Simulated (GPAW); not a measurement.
**A self-consistent single point of AlN (F-43m, 2 atoms in the cell) with GPAW**

Method: PBE, GPAW PAW datasets PBE (gpaw-data 1.0.1) (plane waves; GPAW).

This input was run:

```python
from ase import Atoms
from ase.units import GPa
from gpaw import GPAW

atoms = Atoms(['Al', 'N'],
              cell=[[0.000000, 2.212605, 2.212605],
                    [2.212605, 0.000000, 2.212605],
                    [2.212605, 2.212605, 0.000000]],
              scaled_positions=[[0.000000, 0.000000, 0.000000],
                                [0.750000, 0.750000, 0.750000]],
              pbc=True)

calc = GPAW(mode={'name': 'pw', 'ecut': 950},
            xc='PBE',
            kpts={'size': (10, 10, 10), 'gamma': True},
            occupations={'name': 'fermi-dirac', 'width': 0.05},
            nbands=-6,
            convergence={'density': 1e-05, 'bands': -4},
            symmetry={'symmorphic': False, 'tolerance': 0.0005},
            maxiter=150,
            txt='-')

atoms.calc = calc

energy = atoms.get_potential_energy()
print('Energy (eV):', round(energy, 6))
forces = atoms.get_forces()
print('Forces (eV/Ang):')
print(forces.round(5))
stress = atoms.get_stress()
print('Stress (GPa, Voigt):', (stress / GPa).round(4))
```

The program printed (abridged):

```
Input parameters:
  convergence: {bands: -4,
                density: 1e-05}
  kpts: {gamma: True,
         size: (10, 10, 10)}
  maxiter: 150
  mode: {ecut: 950,
         name: pw}
  nbands: -6
  occupations: {name: fermi-dirac,
                width: 0.05}
  symmetry: {symmorphic: False,
             tolerance: 0.0005}
  xc: PBE

species:
  Al:
    name: Aluminium
    Z: 13.0
    valence: 3
    core: 10
    charge: 0.0
    file: Al.PBE.gz

    # Using partial waves for Al as LCAO basis

  N:
    name: Nitrogen
    Z: 7.0
    valence: 5
    core: 2
    charge: 0.0
    file: N.PBE.gz

    # Using partial waves for N as LCAO basis

Reference energy: -8085.144769  # eV

Spin-paired calculation

Convergence criteria:
 Maximum [total energy] change in last 3 cyles: 0.0005 eV / valence electron
 Maximum integral of absolute [dens]ity change: 1e-05 electrons / valence electron
 Maximum integral of absolute [eigenst]ate change: 4e-08 eV^2 / valence electron
 Maximum number of scf [iter]ations: 150

Symmetries present (total): 24
Symmetries with fractional translations: 0
1000 k-points: 10 x 10 x 10 Monkhorst-Pack grid + [1/20,1/20,1/20]
47 k-points in the irreducible part of the Brillouin zone
       k-points in crystal coordinates                weights
   0:     0.00000000    0.00000000    0.00000000          1/1000
   1:     0.10000000    0.10000000    0.00000000          6/1000
   2:     0.10000000    0.10000000    0.10000000          8/1000
   [... 7 lines left out ...]
          ...
  46:     0.50000000    0.50000000    0.50000000          4/1000

Wave functions: Plane wave expansion
  Cutoff energy: 950.000 eV
  Number of coefficients (min, max): 1424, 1459
  Pulay-stress correction: 0.000000 eV/Ang^3 (de/decut=0.000000)

Occupation numbers: Fermi-Dirac:
  width: 0.0500  # eV

Eigensolver

Densities:
  Coarse grid: 24*24*24 grid
  Fine grid: 48*48*48 grid
  Total Charge: 0.000000

Density mixing:
  Method: separate
  Backend: pulay
  Linear mixing parameter: 0.05
  old densities: 5
  Damping of long wavelength oscillations: 50

Hamiltonian:
  XC and Coulomb potentials evaluated on a 48*48*48 grid
  External potential:
    NoExternalPotential

XC parameters: PBE with 2 nearest neighbor stencil

Number of atoms: 2
Number of atomic orbitals: 8
Number of bands in calculation: 10
Number of valence electrons: 8
Bands to converge: 6

Density initialized from atomic densities
  8 bands from LCAO basis set
  2 bands from random numbers

Atomic positions and initial magnetic moments

Positions:
   0 Al     0.000000    0.000000    0.000000    ( 0.0000,  0.0000,  0.0000)
   1 N      3.318907    3.318907    3.318907    ( 0.0000,  0.0000,  0.0000)

Unit cell:
           periodic     x           y           z      points  spacing
  1. axis:    yes    0.000000    2.212605    2.212605    24     0.1065
  2. axis:    yes    2.212605    0.000000    2.212605    24     0.1065
  3. axis:    yes    2.212605    2.212605    0.000000    24     0.1065

  Lengths:   3.129096   3.129096   3.129096
  Angles:   60.000000  60.000000  60.000000

Effective grid spacing dv^(1/3) = 0.1162

     iter     time        total  log10-change:
                         energy   eigst   dens
iter:   1 --:--:--   -16.793795   +0.69
iter:   2 --:--:--   -16.269616   -0.43  -0.56
iter:   3 --:--:--   -14.843904   -0.91  -0.61
iter:   4 --:--:--   -14.842907   -1.52  -1.00
iter:   5 --:--:--   -14.828382   -1.91  -1.21
iter:   6 --:--:--   -14.829644   -3.57  -2.08
iter:   7 --:--:--   -14.830378c  -3.52  -2.30
iter:   8 --:--:--   -14.829279c  -3.80  -2.24
iter:   9 --:--:--   -14.829278c  -6.23  -3.65
iter:  10 --:--:--   -14.829281c  -6.59  -3.86
iter:  11 --:--:--   -14.829278c  -6.31  -3.60
iter:  12 --:--:--   -14.829278c  -7.79c -4.53
iter:  13 --:--:--   -14.829278c  -9.48c -5.13c

Converged after 13 iterations.

Dipole moment: (1.091686, 1.091686, 1.091686) |e|*Ang

Energy contributions relative to reference atoms: (reference = -8085.144769)

Kinetic:        +14.288903
Potential:      -12.717043
External:        +0.000000
XC:             -16.509527
Entropy (-ST):   -0.000000
Local:           +0.108389
SIC:             +0.000000
--------------------------
Free energy:    -14.829278
Extrapolated:   -14.829278

Showing only first 2 kpts
 Kpt  Band  Eigenvalues  Occupancy
  0     2      5.61754    2.00000
  0     3      5.61754    2.00000
  0     4      9.48026    0.00000
  0     5     17.80053    0.00000

  1     2      5.41631    2.00000
  1     3      5.41631    2.00000
  1     4     10.35348    0.00000
  1     5     17.18126    0.00000

Fermi level: 7.21443

Gap: 3.288 eV
Transition (v -> c):
  (s=0, k=0, n=3, [0.00, 0.00, 0.00]) -> (s=0, k=41, n=4, [0.50, 0.50, 0.00])
Direct/indirect transitions are different
Direct gap: 3.863 eV
Transition at: (s=0, k=0, n=3, [0.00, 0.00, 0.00])
Energy (eV): -14.829278

Forces in eV/Ang:
  0 Al    0.00000    0.00000    0.00000
  1 N    -0.00000   -0.00000   -0.00000

Stress tensor:
     0.009792     0.000000    -0.000000
     0.000000     0.009792     0.000000
    -0.000000     0.000000     0.009792
Stress (GPa, Voigt): [ 1.5688  1.5688  1.5688  0.     -0.      0.    ]
```

The run converged in 13 iterations. GPAW prints stress with tension positive.

At such cutoffs GPAW's stress carries a finite-basis (Pulay) error, which enters relaxed cells too; its log prints stress with tension positive.

The starting cell comes from a database of computed structures (which also holds hypothetical and non-ambient phases and stackings), without a prior relaxation at this level. Its lattice was rescaled by a random factor within 2.5 % of one.
